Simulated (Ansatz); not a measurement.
## Effect of pressure 4.5 GPa on Sn

Take Sn (space group I4_1/amd, No. 141; a = 5.833 Å, c = 3.158 Å) as the base.

Modification: cell and atoms relaxed at a pressure of 4.5 GPa.

Method: Kohn–Sham DFT with the PBEsol functional, run in Ansatz (a first-principles code) with PAW and 420 eV plane waves, scalar-relativistic without spin-orbit coupling. k-mesh 17×17×17 (Γ-centred); smearing 0.05 eV (Fermi–Dirac).

| quantity | base | changed | shift |
|---|---|---|---|
| volume per atom | 26.86 Å³ | 25.10 Å³ | -1.766 Å³ |
| density | 7.34 g/cm³ | 7.85 g/cm³ | +0.516 g/cm³ |
| lattice parameter a | 5.833 Å | 5.702 Å | -0.131 Å |
| shortest interatomic distance | 3.021 Å | 2.954 Å | -0.0679 Å |
| enthalpy H = E + PV relative to the base's energy | – | +0.73 eV/atom | – |
| band gap | zero | zero | – |

Load acts through the strain it causes; cell and atoms are relaxed under it. No phonon test of stability was made.
